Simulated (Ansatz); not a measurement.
**WC, response to strain**

Take WC (space group P-6m2, No. 187) as the base.

```xyz
2
Lattice="2.9122 0.0000 0.0000 -1.4561 2.5220 0.0000 0.0000 0.0000 2.8362" Properties=species:S:1:pos:R:3 pbc="T T T"
W      0.0000     0.0000     0.0000
C      1.4561     0.8407     1.4181
```

Cartesian axes are those of the cell as printed.

Strains are applied to the cell and any free atomic positions relax; under biaxial strain the out-of-plane vector relaxes too.

Level of theory: plane-wave PAW DFT at the r2SCAN level (Ansatz, a program for electronic structure, 500 eV), scalar-relativistic without spin-orbit coupling.

Notes on the quantities. pressure: mean of the normal stresses, compression positive.

```csv
change,volume per atom,pressure
base,10.42 Å³,0.0 GPa
"biaxial strain −2.47 %, plane normal [001], relaxed out of plane",10.00 Å³,16.8 GPa
"biaxial strain −2.09 %, plane normal [001], relaxed out of plane",10.06 Å³,14.0 GPa
"biaxial strain −1.61 %, plane normal [001], relaxed out of plane",10.14 Å³,10.6 GPa
"biaxial strain −0.91 %, plane normal [001], relaxed out of plane",10.26 Å³,5.8 GPa
"biaxial strain −0.86 %, plane normal [001], relaxed out of plane",10.27 Å³,5.5 GPa
"biaxial strain +0.79 %, plane normal [001], relaxed out of plane",10.55 Å³,-4.7 GPa
isotropic strain +2.09 %,11.08 Å³,-22.0 GPa
tensor shear ε_xy = +2.23 %,10.41 Å³,?
tensor shear ε_xz = +0.22 %,10.42 Å³,0.0 GPa
```

Task: Some entries are withheld; estimate them.

Result: 
- tensor shear ε_xy = +2.23 %, pressure: 0.4 GPa

Without a gap, meshes like the base's 18×18×16 leave anisotropic stresses uncertain by several tenths of a GPa, and small strain energies with them. Stability against distortions was not tested. The final runs are not spin-polarised.
